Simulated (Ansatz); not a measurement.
The parent structure is NbAs in the CsCl type structure (space group Pm-3m, No. 221; a = 3.1808 Å; a hypothetical phase, not in the database extracts checked; relaxed with 0.1 eV smearing). Axes: x, y, z lie along the cube axes.

Computed with PBEsol, PAW, 420 eV (Ansatz, a program for electronic structure; no spin-orbit coupling).

The change: uniaxial strain ε_xx = −5.73 %, all other strain components held at zero, atoms relaxed at fixed cell.

Question: Predict the stress tensor and what it implies for the stiffness.

Answer: Stress of the strained cell less that of the base (GPa, compression positive):
```
   23.2     0.0     0.0
    0.0     7.2     0.0
    0.0     0.0     7.2
```

Then −Δσ_ii/ε with ε = -0.0573 gives secant stiffness values (nonlinear terms included at this strain): C11 ≈ 405 GPa, C12 ≈ 125 GPa and C13 ≈ 125 GPa.

As a check, the harmonic strain energy −½ V₀ Δσ:ε is 67 meV/atom; the computed energy rise is 63 meV/atom.

No phonon test of stability was made. All final runs are without spin polarisation.
